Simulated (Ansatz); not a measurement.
The reference is BAs (space group P6_422, No. 181; a = 3.4290 Å, c = 7.4031 Å; a hypothetical phase, not in the database extracts checked).

Now apply this change: cell and atoms relaxed at a pressure of 0.7 GPa.

Levels (all Ansatz, a program for electronic structure, PAW): PBEsol (420 eV, no spin-orbit coupling); HSE06 (420 eV, scalar-relativistic without spin-orbit coupling).

The geometry is relaxed with PBEsol.

| Quantity | Result |
|---|---|
| PBEsol band gap | 0.30 eV |

What does HSE06 give at this geometry for the band gap?

The band gap increases by 0.596 eV (0.30 eV → 0.89 eV).

Single points use the geometry relaxed with PBEsol. HSE06 was sampled on its mesh, a few special points and the semilocal edge points, so its gap is an upper bound. Load acts through the strain it causes; cell and atoms are relaxed under it. Whether these cells are dynamically stable was not tested. The base started in P3_121 and relaxed to P6_422 at this level.
